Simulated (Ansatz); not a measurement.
# In on a Ga site (surface) in a 2x2 cell of the 1x1 (10-10) surface of wurtzite GaN (cut with top plane Ga + N)

Host crystal: wurtzite GaN, with a band gap (PBE, scalar-relativistic without spin-orbit coupling).

Method: PBE (plane waves to 420 eV, PAW; Ansatz, a first-principles code).

Slab: 64 atoms, 9.3 Å thick at the start (thin: gaps and levels are the slab's own); k 3x2x1, smearing 0.01 eV, dipole-corrected; 16 atoms held, the rest relaxed; held to the start's symmetry, so lower structures may exist; no spin, no spin-orbit, no U.

```yaml
formation_energy_against_alpha_gallium_tetragonal_indium: 1.34 eV
change_of_the_step_from_the_bottom_to_the_top_vacuum_level_against_the_clean_slab: -0.23 eV
energy_released_by_relaxation: 1.31 eV
largest_move_of_a_host_atom: 0.33 Å
```
